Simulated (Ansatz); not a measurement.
A user runs Ansatz (a quantum-chemistry and plane-wave program) on NaFe₂O₄ (P-1, 7 atoms in the cell) and asks whether the run is sound. The aim is a self-consistent single point with DFT, LDA (PW92), plane waves, default PAW files made with PBE.

Input:

Ansatz 0.2 input:
```yaml
crystal:
  lattice:
    - [3.092046, 0.000000, 0.000000]
    - [-0.134838, 5.216060, 0.000000]
    - [-0.088896, -1.663272, 5.728500]
  atoms:
    - { symbol: Na, position: [0.000000, 0.500000, 0.500000] }
    - { symbol: Fe, position: [0.500000, 0.500000, 0.000000], spin: 4.0 }
    - { symbol: Fe, position: [0.000000, 0.000000, 0.000000], spin: 4.0 }
    - { symbol: O, position: [0.032820, 0.281240, 0.815430] }
    - { symbol: O, position: [0.967180, 0.718760, 0.184570] }
    - { symbol: O, position: [0.490820, 0.757830, 0.815240] }
    - { symbol: O, position: [0.509180, 0.242170, 0.184760] }
basis:
  ecutwfc: 12.5 Ry
kpoints:
  mp_grid: { grid: [5, 3, 3] }
hamiltonian:
  xc: lda
  pseudopotentials: { kind: paw }
magnetization:
  spin_polarized: true
scf:
  occupations: { method: cold, width: 0.0073 Ry }
output:
  forces: true
  eigenvalues: true
  stress: true
```

Output, abridged:

```
WARN basis.ecutwfc = 170.071164037425 eV is below the records' recommended cutoff, and the density's cutoff is lower with it unless basis.ecutrho_ratio is high …
   [... lines left out ...]
Symmetry: 2 space group operations
Space group: P-1 (ITA 2), of the structure as read, at distance tolerance 4.5e-5 Å
Magnetic group: BNS 2.4 (UNI 4), of the structure as read, at distance tolerance 4.5e-5 Å
k-points: 23 of 45
PAW frozen core: Na, regenerated for the run's functional, and the local potential with it
PAW frozen core: Fe, regenerated for the run's functional, and the local potential with it
PAW frozen core: O, regenerated for the run's functional, and the local potential with it
Initial density: superposition of atomic densities (chi_scale 0.1, normalization cell, long waves kept (reshape's long-wave potential 0.05 eV rms))
Starting moments: Σ|m| = 8 μB on 2 of 7 sites
Initial wavefunctions: pseudopotential atomic-orbital guess
Eigensolver: davidson
Functional: x = slater, c = lda
SCF iter   1: F=—  HF=-12408.215478 eV  |F-HF|=—  |Δ(HF+E_count)|=         —  Δρ=2.37e-1 (↑2.37e-1 ↓1.37e-1)  dr2=3.57e1  dr2_m=1.22e1  M=3.726 μB ∫|m|=4.111 μB  β_m=0.30  ethr=3.10e-3  ⟨swp⟩=6.4  Hψ=7481  notcnv=0  defer=12
Mixer restart at iter 1: flushing history
all-band conjugate gradients solve this SCF's bands
preconditioner: auto → Kerker (q_TF=auto, 2.573 Å⁻¹)
   [... lines left out ...]
SCF iter  26: F=—  HF=-12384.676913 eV  |F-HF|=—  |Δ(HF+E_count)|=   1.34e-8  S|Δr|=    0.00e0  Δρ=5.66e-6 (↑5.66e-6 ↓5.24e-6)  dr2=1.19e-7  dr2_m=8.96e-9  M=0.015 μB ∫|m|=3.378 μB  β_m=0.73  ethr=3.22e-10  ⟨swp⟩=1.0  Hψ=1759  notcnv=0  defer=258
SCF iter  27: F=-12384.676913 eV  HF=-12384.676913 eV  |F-HF|=9.82e-9  |Δ(HF+E_count)|=   6.09e-9  S|Δr|=    0.00e0  Δρ=1.12e-6 (↑1.10e-6 ↓1.12e-6)  dr2=1.35e-8  dr2_m=1.93e-10  M=0.015 μB ∫|m|=3.378 μB  ethr=1.54e-10  ⟨swp⟩=8.7  Hψ=6277  notcnv=0
SCF 1 converged in 27 iterations: F = -12384.676913 eV  dr2 = 1.35e-8
WARN: the starting moments were not kept: 1 of 2 ended reversed and 1 kept their direction, counting a site from 0.1 μB …
   [... lines left out ...]
Absolute magnetization: 3.3842 μB (∫|ρ↑−ρ↓|, with the PAW one-centre terms)
Free energy (F): -12384.676913 eV
Fermi energy:    5.843704 eV
   [... lines left out ...]
  atom   7  O      0.66640749    -4.24546782     2.74834220
--- Stress (GPa, compression-positive) ---
      -15.513649      15.678582      20.056319
       15.678584      -5.268159     -12.289557
       20.056319     -12.289557       9.655774
  P = ⅓ Tr σ = -3.7087 GPa (-37.087 kbar)
  The stress holds the Pulay correction. Without it, at fixed plane waves, as pw.x and ABINIT print it: P = -836.0515 GPa
```

Can these results be used? Check the input.

The run is not sound. The fault is a basis or grid far too coarse for these potentials. Far below the cutoff that the potentials were made for, the basis cannot represent the orbitals near the nuclei, and energies, forces and above all the stress go wrong. To fix it, restore the cutoff that the potentials need and check convergence. The run converged in 27 iterations without an error; against the sound input the free energy rises by 20.1 eV/atom, the pressure goes from -21.25 to -3.71 GPa, the largest force goes from 1.830 to 6.410 eV/Å and the size of the net moment goes from 0.18 to 0.00 μB/atom. At a fixed set of plane waves, without the program's Pulay estimate, the pressure is -836.05 GPa against -21.98 GPa.

The sound input it was made from differs as follows (other fixes are possible):
```diff
-  ecutwfc: 12.5 Ry
+  ecutwfc: 30.9 Ry
```

With that input, the run converged in 37 iterations: free energy E − TS (on the zero of these files) -12525.3942 eV; Fermi level (on the code's own zero) 5.83 eV; pressure -21.25 GPa; largest force (vector length) 1.830 eV/Å; size of the cell's spin moment 1.27 μB (DFT, LDA (PW92), plane waves, default PAW files made with PBE).

On the sound input: the starting cell comes from a database of computed structures (which also holds hypothetical and non-ambient phases and stackings), without a prior relaxation at this level. Its lattice was rescaled by a random factor within 2.5 % of one. The magnetic order is the one reached from the typed start; others were not searched systematically. The program warned that a starting moment was not kept. With a pressure of about -21 GPa the cell is away from its equilibrium volume at this level. Forces in this geometry exceed 1 eV/Å. Ansatz's pressure includes its estimate of the finite-basis (Pulay) stress. Without the estimate this run gives -21.98 GPa. Without a gap this mesh is coarse (it stands for a supercell whose shortest vector is 15 Å).
